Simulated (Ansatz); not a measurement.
The starting structures come from a database of crystals and need not be the phases stable at ambient conditions.

Inside the gap of an insulator the Bloch states are evanescent, with a wavenumber k + iκ along the transport direction.

Given:

```yaml
crystal:
  lattice:
    - [8.16724, 0.00000, 0.00000]
    - [-4.08362, 9.52790, 0.07612]
    - [0.00000, -4.31544, 4.70488]
  atoms:
    - { symbol: Ca, position: [0.33333, 0.66667, 0.66667] }
    - { symbol: Ca, position: [0.66667, 0.33333, 0.33333] }
    - { symbol: Ca, position: [0.66667, 0.33333, 0.83333] }
    - { symbol: Ca, position: [0.33333, 0.66667, 0.16667] }
    - { symbol: Ca, position: [0.00000, 0.75142, 0.50142] }
    - { symbol: Ca, position: [0.00000, 0.24858, 0.49858] }
    - { symbol: Ca, position: [0.24858, 0.00000, 0.25000] }
    - { symbol: Ca, position: [0.75142, 0.00000, 0.75000] }
    - { symbol: Ca, position: [0.24858, 0.24858, 0.99858] }
    - { symbol: Ca, position: [0.75142, 0.75142, 0.00142] }
    - { symbol: H, position: [0.00000, 0.00000, 0.00000] }
    - { symbol: H, position: [0.00000, 0.00000, 0.50000] }
    - { symbol: P, position: [0.00000, 0.39084, 0.14084] }
    - { symbol: P, position: [0.00000, 0.60916, 0.85916] }
    - { symbol: P, position: [0.60916, 0.00000, 0.25000] }
    - { symbol: P, position: [0.39084, 0.00000, 0.75000] }
    - { symbol: P, position: [0.60916, 0.60916, 0.35916] }
    - { symbol: P, position: [0.39084, 0.39084, 0.64084] }
```

Space group of this cell: P6_3/mcm. The cell was relaxed by PBE-D3(BJ).

Transport runs along the normal of the first two printed cell vectors, the (101) plane of the conventional cell.

The gap is the functional's own, uncorrected, and κ follows it; spin-orbit coupling is left out. Mid-gap values are interpolated between the computed energies.

**Question.** Compute, with PBEsol (Ansatz, a quantum-chemistry and plane-wave program), the band gap and the smallest decay constant κ at mid-gap.

**Answer.** Gap 0.53 eV on a 6×6×6 mesh; κ = 0.098 1/Å, at the zone centre.
